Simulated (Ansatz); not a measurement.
# W: uniaxial strain ε_zz = −1.50 %

Base system: W in the bcc (W type) structure (space group Im-3m, No. 229; a = 3.135 Å; relaxed with 0.1 eV smearing). Axes: x, y, z lie along the cube axes.

The change: uniaxial strain ε_zz = −1.50 %, all other strain components held at zero, atoms relaxed at fixed cell.

All numbers come from Kohn–Sham DFT with the LDA functional, run in Ansatz (an electronic-structure program) with PAW and 420 eV plane waves, scalar-relativistic without spin-orbit coupling. Settings: 29×29×29 k-points, 0.1 eV Fermi–Dirac smearing.

| quantity | base | changed | shift |
|---|---|---|---|
| volume per atom | 15.41 Å³ | 15.18 Å³ | -0.23 Å³ |
| energy relative to the base (free energy F) | 0 meV/atom | +6.3 meV/atom | +6.3 meV/atom |
| band gap | zero | zero | – |
| stress (xx, yy, zz, yz, xz, xy; compression positive) | – | (3.5, 3.5, 8.9, 0.0, 0.0, 0.0) GPa | – |

No phonon test of stability was made. All final runs are without spin polarisation.
